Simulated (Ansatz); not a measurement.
Take GaN in the wurtzite structure (space group P6_3mc, No. 186; a = 3.183 Å, c = 5.185 Å) as the base.

All numbers come from Kohn–Sham DFT with the PBEsol functional, run in Ansatz (a program for electronic structure) with PAW and 420 eV plane waves, scalar-relativistic without spin-orbit coupling.

One change was made to it. Results:

The electron mass goes from 0.16 mₑ along c, 0.17 mₑ across (at Γ) to 0.18 mₑ along c, 0.19 mₑ across (at Γ); the band gap rises by 0.28 eV (1.88 eV → 2.16 eV); the shortest interatomic distance drops by 0.028 Å to 1.918 Å; the valence-band top at Γ (three highest levels, from the VBM) goes from 0.00, 0.00, -0.04 eV to 0.00, 0.00, -0.05 eV.

Problem. Which of these changes matches the shifts?
A. pressure 30 GPa
B. pressure −2 GPa
C. pressure 9 GPa

Solution. C, pressure 9 GPa. For comparison, the band gap in the other runs: pressure 30 GPa gives 2.67 eV; pressure −2 GPa gives 1.80 eV.

Load acts through the strain it causes; cell and atoms are relaxed under it. Masses are band curvatures over ±0.01 Å⁻¹ around the edge. Stability against distortions was not tested. Tetrahedral semiconductors of this kind turn to denser phases somewhere between about 1 and 50 GPa; those were not computed, so compressed cells here can lie past the real transition.
